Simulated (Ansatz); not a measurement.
Calculation: PBE (plane waves to 420 eV, PAW; Ansatz, a first-principles code).

Plane-averaged electrostatic potential energy along the normal, in eV from the Fermi level, for a constructed model of the (0001) surface of hcp Zr, a pseudomorphic layer of Sc in the host's stacking (bottom of the slab: a bare face, its two planes held):

(z (Å), V (eV)): (3.56, 4.19); (3.85, 4.18); (4.15, 4.18); (4.44, 4.16); (4.74, 4.14); (5.04, 4.09); (5.33, 4.01); (5.63, 3.84); (5.93, 3.53); (6.22, 2.97); (6.52, 1.96); (6.81, 0.17); (7.11, -3.04); (7.41, -8.90); (7.70, -15.32); (8.00, -18.09); (8.30, -15.55); (8.59, -9.11); (8.89, -2.97); (9.19, -0.27); (9.48, -0.49); (9.78, -3.72); (10.07, -10.25); (10.37, -16.24); (10.67, -17.81); (10.96, -14.07); (11.26, -7.28); (11.56, -2.03); (11.85, -0.14); (12.15, -0.98); (12.44, -4.91); (12.74, -11.68); (13.04, -16.93); (13.33, -17.40); (13.63, -12.84); (13.93, -6.00); (14.22, -1.47); (14.52, -0.17); (14.81, -1.60); (15.11, -6.29); (15.41, -13.15); (15.70, -17.54); (16.00, -16.83); (16.30, -11.42); (16.59, -4.73); (16.89, -1.03); (17.19, -0.45); (17.48, -2.76); (17.78, -8.54); (18.07, -15.04); (18.37, -17.89); (18.67, -15.42); (18.96, -9.05); (19.26, -3.00); (19.56, -0.33); (19.85, -0.45); (20.15, -3.41); (20.44, -9.66); (20.74, -15.75); (21.04, -17.70); (21.33, -14.37); (21.63, -7.71); (21.93, -2.25); (22.22, -0.24); (22.52, -1.06); (22.81, -4.56); (23.11, -9.97); (23.41, -13.77); (23.70, -12.67); (24.00, -7.89); (24.30, -3.33); (24.59, -0.32); (24.89, 1.38); (25.19, 2.41); (25.48, 3.01); (25.78, 3.37); (26.07, 3.56); (26.37, 3.67); (26.67, 3.73); (26.96, 3.77); (27.26, 3.78); (27.56, 3.79); (27.85, 3.80)

Set-up: 7 atoms, 16.0 Å thick at the start; mesh 13x13x1; 0.1 eV smearing; dipole correction on; 2 atoms held, the rest relaxed; held to the start's symmetry, so lower structures may exist; no spin, no spin-orbit, no U. It is one candidate, not shown to be the stable structure of the face.

Q: The surface cell has an area of 9.05 Å². What dipole along the normal does the step between the two vacuum levels imply?

A: the top vacuum level lies 0.39 eV below the bottom one; p = −ε₀ A ΔV (ε₀ = 0.005526 e/(V·Å)) gives 0.02 e·Å a cell.
